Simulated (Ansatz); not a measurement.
## GaS under a change: 1 layer

Base system: GaS in the beta-GaS type structure (space group P6_3/mmc, No. 194; a = 3.591 Å, c = 15.449 Å; layered, stacked along the Cartesian z axis).

Modification: a free-standing slab of 1 layer (4 atoms, 4 a layer) is cut normal to the stacking axis, with 15 Å of vacuum and the in-plane cell relaxed.

Level of theory: PBE-D3(BJ) in Ansatz (plane waves to 420 eV, PAW, without spin-orbit coupling). Γ-centred 11×11×1 mesh, Fermi–Dirac width 0.05 eV, for the changed cell.

```tsv
quantity	base	changed	shift
layer's space group (with vacuum)	–	P-6m2 (No. 187)	–
shortest interatomic distance	2.341 Å	2.344 Å	+0.0024 Å
band gap	1.56 eV	2.54 eV	+0.98 eV
gap character	–	indirect, k = (0.091, 0.182, 0) in the run's primitive reciprocal basis → M	–
excess energy per area of both faces (slab less bulk energy over the cell's area: twice a surface energy)	–	0.29 J/m²	–
in-plane lattice parameter a	3.591 Å	3.591 Å	0.000 Å
```

Slab and bulk use different k-meshes, which limits the precision of the excess energy. Whether these cells are dynamically stable was not tested. Labels are those of the standard path for the cell's own space group.

Ansatz is a quantum-chemistry and plane-wave program.
